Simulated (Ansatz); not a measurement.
SnS (F-43m, No. 216, 2 atoms in the cell; start mp-10013; a measured phase of this formula has another space group), treated with PBE0 (PAW; Ansatz, a quantum-chemistry and plane-wave program).

Input:

Ansatz 0.2 input:
```yaml
crystal:
  lattice:
    - [0.0, 3.2093573119, 3.2093573119]
    - [3.2093573119, 0.0, 3.2093573119]
    - [3.2093573119, 3.2093573119, 0.0]
  atoms:
    - { symbol: Sn, position: [0.0, 0.0, 0.0] }
    - { symbol: S, position: [0.25, 0.25, 0.25] }
basis:
  ecutwfc: 460
  ecutrho_ratio: 4
  xc_grid: 2
kpoints:
  mp_grid: { grid: [8, 8, 8] }
hamiltonian:
  xc: pbe0
  dispersion: none
  pseudopotentials: { azcp: { folder: ./paw }, kind: paw }
scf:
  occupations: { method: fermi_dirac, width: 0.01 }
  convergence: { dr2_threshold: 0.0000000002 }
output:
  forces: true
  stress: true
  eigenvalues: true
```

The run printed, among other lines:

```
WARN output.stress: scf.exx.energy_threshold = 1e-6 eV is looser than the 2e-8 eV advised for a stress under a hybrid functional (1e-8 eV for each atom of the …
Crystal: 2 atoms, lattice volume = 66.113 Å³
Basis set: ecut = 460 eV, 1459 PW (Γ), exchange–correlation on 64×64×64 points (8 copies of the dense FFT grid, shifted against one another)
Bands: 14, of which v1, the nominal top of the filled ones, is band 10 counted from 1 (9 counted from 0)
Symmetry: 24 space group operations
Space group: F-43m (ITA 216), of the structure as read, at distance tolerance 4.0e-5 Å
k-points: 29 of 512 (time reversal used)
Initial density: superposition of atomic densities (chi_scale 0.1, normalization cell, long waves kept (reshape's long-wave potential 0.00 eV rms))
Functional: x = pbe(κ = 0.804, μ = 0.2195149727645171), c = pbe(β = 0.06672455060314922), warm-up for x = 0.75 pbe(κ = 0.804, μ = 0.2195149727645171) + 0.25 exact, c = pbe(β = 0.06672455060314922)
SCF iter   1: F=—  HF=-6926.797213 eV  |F-HF|=—  |Δ(HF+E_count)|=         —  Δρ=2.09e-2  dr2=6.16e-1
SCF iter   2: F=—  HF=-6926.713313 eV  |F-HF|=—  |Δ(HF+E_count)|=   8.39e-2  Δρ=1.29e-2  dr2=1.43e-1
  ...
SCF 1 converged in 11 iterations: F = -6926.686024 eV  dr2 = 2.02e-11
Crystal: 2 atoms, lattice volume = 66.113 Å³
Initial density: handed on by an earlier stage of this run
Functional: x = 0.75 pbe(κ = 0.804, μ = 0.2195149727645171) + 0.25 exact, c = pbe(β = 0.06672455060314922)
SCF 2 converged in 8 iterations: F = -6930.503760 eV  dr2 = 6.99e-11
Crystal: 2 atoms, lattice volume = 66.113 Å³
Crystal: 2 atoms, lattice volume = 66.113 Å³
SCF iter   8: F=—  HF=-6930.512898 eV  |F-HF|=—  |Δ(HF+E_count)|=   6.80e-9  Δρ=5.64e-7  dr2=3.17e-10
SCF iter   9: F=-6930.512898 eV  HF=-6930.512898 eV  |F-HF|=7.37e-11  |Δ(HF+E_count)|=  2.68e-10  Δρ=2.95e-7  dr2=1.02e-10
SCF 4 converged in 9 iterations: F = -6930.512898 eV  dr2 = 1.02e-10
Free energy (F): -6930.512898 eV
Internal energy: -6930.512898 eV  (E = F + TS)
E sigma→0 (E₀):  -6930.512898 eV
Fermi energy:    5.472932 eV
--- Stress (GPa, compression-positive) ---
        1.430547      -0.000000       0.000000
        0.000000       1.430547       0.000000
       -0.000000       0.000000       1.430547
  P = ⅓ Tr σ = 1.4305 GPa (14.305 kbar)
```

The PAW data were made under PBE.

Note: cell and atoms aren't relaxed at this level (pressure 1.4 GPa).

Computing time: around 2.1 core-minutes (rough).

A start named mp-… is a Materials Project structure, which need not be a measured phase.
